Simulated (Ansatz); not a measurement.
WS2 under load (space group R3m): band-edge transport data

Consider the following.

```xyz
3
Lattice="1.5508 0.8954 5.8588 -1.5508 0.8954 5.8588 0.0000 -1.7908 5.8588" Properties=species:S:1:pos:R:3 pbc="T T T"
W      0.0000     0.0000     0.0112
S      0.0000     0.0000     7.4468
S      0.0000     0.0000     4.2954
```

The numbers are results of PBEsol+D3BJ with spin-orbit coupling, rigid bands (plane waves, PAW; Ansatz, a program for electronic structure), not measurements. Condition of this run: biaxial stress xx = yy = 2 GPa (compression positive) (the target of the relaxation). Cell: cell and atoms relaxed with PBEsol+d3bj, then loaded as said.

```yaml
band_gap: 0.55 eV
electron conductivity mass (300 K, dilute): 0.49 (x), 0.49 (y), 0.38 (z) mₑ
hole conductivity mass (300 K, dilute): 0.49 (x), 0.49 (y), 0.87 (z) mₑ
effective density of states N_c (300 K): 2.2e19 cm⁻³
effective density of states N_v (300 K): 1.2e19 cm⁻³
density_of_states_mass_electrons: 0.90 mₑ
density_of_states_mass_holes: 0.60 mₑ
Seebeck coefficient, n-type 1e19 cm⁻³, 300 K: -287 μV/K
Seebeck coefficient, p-type 1e19 cm⁻³, 300 K: 231 μV/K
best p-type power factor at 300 K for τ = 10 fs (best axis; densities from 1e16 to 1e21 cm⁻³ tried, whether or not they can be reached): 3.8 μW/(cm·K²) at 3e19 cm⁻³
```

Rigid bands; masses and Seebeck coefficients take one relaxation time τ for all states and one kind of carrier; polarons and phonon drag are left out. Geometry: cell and atoms relaxed with PBEsol+D3(BJ).

PBEsol with a dispersion correction tends to overbind, so the cell can be several per cent short, in bad cases over ten, which usually narrows a gap: WS2 under load (space group R3m).
